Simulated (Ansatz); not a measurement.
Start from Bi2TeSe2 (space group R-3m, No. 166; a = 4.237 Å, c = 29.792 Å (hexagonal axes)). Axes: x lies along a and z along c of the hexagonal cell.

Level of theory: r2SCAN+rVV10 (Ansatz, a program for electronic structure; PAW; 500 eV plane waves; no spin-orbit coupling).

Now apply this change: an isotropic linear strain of +1.21 %; the atoms relax in the strained cell.

**Question.** Predict the stress tensor and what it implies for the stiffness.

**Answer.** Stress of the strained cell less that of the base (GPa, compression positive):
```
  -1.37    0.00    0.00
   0.00   -1.37    0.00
   0.00    0.00   -0.78
```

Then B = −ΔP/(ΔV/V₀) with ΔV/V₀ = 0.0367 gives secant stiffness values (nonlinear terms included at this strain): B (at held cell shape, above the free-shape value) ≈ 32 GPa.

As a check, the harmonic strain energy −½ V₀ Δσ:ε is 4.1 meV/atom; the computed energy rise is 4.3 meV/atom.

No phonon test of stability was made.
